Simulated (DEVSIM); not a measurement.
System: illuminated Si p-on-n cell, one wavelength, at 300 K.

Layer 1 from the left is Si, thickness (μm) 0.160, Na (cm⁻³) 2.3e18, τn (s) 1.4e-5, τp (s) 0.00011, absorption coefficient (cm⁻¹) 190. Layer 2 from the left is Si, thickness (μm) 100, Nd (cm⁻³) 2.9e16, τn (s) 0.00041, τp (s) 0.00041, absorption coefficient (cm⁻¹) 190.

Left contact: ohmic, minority electron recombination velocity 1000 cm/s. Right contact: ohmic, minority hole recombination velocity 20000 cm/s. Voltage is applied to the left contact. Recombination: SRH at mid-gap, radiative, Auger. Light enters at the left, 6.5e17 photons cm⁻² s⁻¹, one pass, no reflection. Mobility is constant in doping.

The device is made up for the run: typed textbook-type constants, with dimensions and the other settings drawn at random. Values at 300 K.

Si: gap (eV) 1.124, affinity (eV) 4.05, permittivity 11.7, Nc (cm⁻³) 2.86e19, Nv (cm⁻³) 3.1e19, μn (cm²/Vs) 1417, μp (cm²/Vs) 470, B (cm³/s) 4.7e-15, Cn (cm⁶/s) 2.8e-31, Cp (cm⁶/s) 9.9e-32.

DEVSIM, 1D drift-diffusion, Boltzmann statistics, complete ionisation; no tunnelling, impact ionisation, image-force lowering or self-heating.

Dark forward current:

| |V| (V) | |J| (A/cm²) |
|---|---|
| 0.15 | 3.082e-10 |
| 0.20 | 1.890e-9 |
| 0.25 | 1.238e-8 |
| 0.30 | 8.366e-8 |
| 0.35 | 5.732e-7 |
| 0.40 | 3.950e-6 |
| 0.45 | 2.728e-5 |
| 0.50 | 0.0001886 |
| 0.55 | 0.001304 |
| 0.60 | 0.009011 |
| 0.65 | 0.06202 |
| 0.70 | 0.4158 |
| 0.75 | 2.477 |
| 0.80 | 11.50 |
| 0.85 | 42.17 |
| 0.90 | 134.8 |
| 0.95 | 384.5 |
| 1.00 | 893.1 |
| 1.05 | 1662 |
| 1.10 | 2642 |

### Question
Work out the local ideality factor n = ΔV / (kT/q · ln(J2/J1)) between the rows 0.15 and 0.20 V, 0.50 and 0.55 V, 1.05 and 1.10 V.

### Answer
kT/q = 25.85 mV. From 0.15 to 0.20 V: ln(1.890e-9/3.082e-10) = 1.814, n = 1.07, near the 1 of diffusion or emission over a barrier. From 0.50 to 0.55 V: ln(0.001304/0.0001886) = 1.934, n = 1.00, near the 1 of diffusion or emission over a barrier. From 1.05 to 1.10 V: ln(2642/1662) = 0.464, n = 4.17.

### Question
What current could the absorbed light give at most, and what share is collected?

### Answer
Σ αd = 1.90, so qΦ(1 − exp(−Σ αd)) = 88.6 mA/cm². The simulated short-circuit current is 59.48 mA/cm², a share of 0.67.

### Question
Estimate the open-circuit voltage by superposition: the voltage at which the dark current equals that short-circuit current.

### Answer
Interpolating ln J in the table gives 0.649 V. The simulation gives 0.649 V, the same within the digits that matter. Superposition holds where collection doesn't change with voltage.

### Question
Estimate the fill factor from FF0 = (v − ln(v + 0.72))/(v + 1), v = qVoc/(nkT), with n from the dark curve.

### Answer
The rows about Voc, 0.60 and 0.65 V, give n = 1.00, so v = 25.0 and FF0 = 0.837. The simulation gives 0.835, the same within the digits that matter.
